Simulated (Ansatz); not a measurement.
Take AlAs in the zinc blende structure (space group F-43m, No. 216) as the base.

```xyz
2
Lattice="0.0000 2.8371 2.8371 2.8371 0.0000 2.8371 2.8371 2.8371 0.0000" Properties=species:S:1:pos:R:3 pbc="T T T"
As     4.2557     4.2557     4.2557
Al     0.0000     0.0000     0.0000
```

Cartesian axes are those of the cell as printed.

The values are results of Ansatz (a program for electronic structure) PBEsol, without spin-orbit coupling, earlier PAW set, not measurements.

Before the change:

```
Item                             Value
-----------------------------  -------
Band gap                       1.34 eV
Shortest interatomic distance  2.457 Å
```

Modification: tensile biaxial strain of 1.01 % in the plane normal to [110], as in epitaxy on a mismatched substrate; the out-of-plane cell vector and the atoms relax.

Task: Predict the new band gap.

Result: The band gap falls by 0.07 eV (1.34 eV → 1.27 eV).

Task: What happens to the out-of-plane strain?

Result: The out-of-plane strain is -0.59 %.

Task: How does this affect the in-plane stress?

Result: The mean in-plane stress (compression positive) comes out as -1.5 GPa.

Task: How does this affect the shortest interatomic distance?

Result: The shortest interatomic distance goes up by 0.006 Å (2.457 Å → 2.463 Å).

A biaxial case was relaxed in a doubled cell and then solved in the primitive one. Whether these cells are dynamically stable was not tested.
